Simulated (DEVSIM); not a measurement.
Structure: illuminated Si p-on-n cell, one wavelength, at 250 K.

```
layer (left to right)  material  thickness (μm)  Nd (cm⁻³)  Na (cm⁻³)   τn (s)   τp (s)  absorption coefficient (cm⁻¹)
---------------------  --------  --------------  ---------  ---------  -------  -------  -----------------------------
1                            Si          0.0570          -     1.9e18   2.3e-6   3.1e-6                          16000
2                            Si            66.0     2.4e16          -  0.00018  0.00018                          16000
```

Left contact: ohmic, minority electron recombination velocity 3000 cm/s. Right contact: ohmic, minority hole recombination velocity 2e5 cm/s. Voltage is applied to the left contact. Recombination: SRH at mid-gap, radiative, Auger. Gap narrowing is on: ΔEg = 6.92 meV × (l + √(l² + 0.5)), l = ln(N/1.3e17 cm⁻³), shared equally by both band edges. Light enters at the left, 1.6e17 photons cm⁻² s⁻¹, one pass, no reflection. Mobility is μmin + (μ − μmin)/(1 + (N/Nref)^α).

The device is made up for the run: typed textbook-type constants, with dimensions and the other settings drawn at random. Values at 300 K; Nc and Nv go as T^1.5, mobilities as T to minus their exponent, the gap by Varshni's rule with the affinity fixed.

```
parameter               Si
----------------  --------
gap (eV)             1.124
affinity (eV)         4.05
permittivity          11.7
Nc (cm⁻³)          2.86e19
Nv (cm⁻³)           3.1e19
μn (cm²/Vs)           1417
μp (cm²/Vs)            470
μn,min                  52
μp,min                  45
Nref,n              9.7e16
Nref,p              2.2e17
αn                    0.68
αp                    0.72
T exponent of μn       2.3
T exponent of μp       2.2
B (cm³/s)          4.7e-15
Cn (cm⁶/s)         2.8e-31
Cp (cm⁶/s)         9.9e-32
Varshni α (eV/K)  0.000473
Varshni β (K)          636
```

Simulated with DEVSIM: 1D drift-diffusion, Boltzmann statistics, complete ionisation; no tunnelling, impact ionisation, image-force lowering or self-heating.

Task: Give the dark forward current.

Result: 
(V (V), J (A/cm²)): (0.10, 4.7e-13); (0.25, 2.9e-11); (0.35, 1.3e-9); (0.40, 1.2e-8); (0.50, 1.2e-6); (0.55, 1.2e-5); (0.60, 0.00012); (0.70, 0.012); (0.75, 0.13); (0.80, 1.2); (0.90, 48); (0.95, 190); (1.05, 1200); (1.10, 2100)
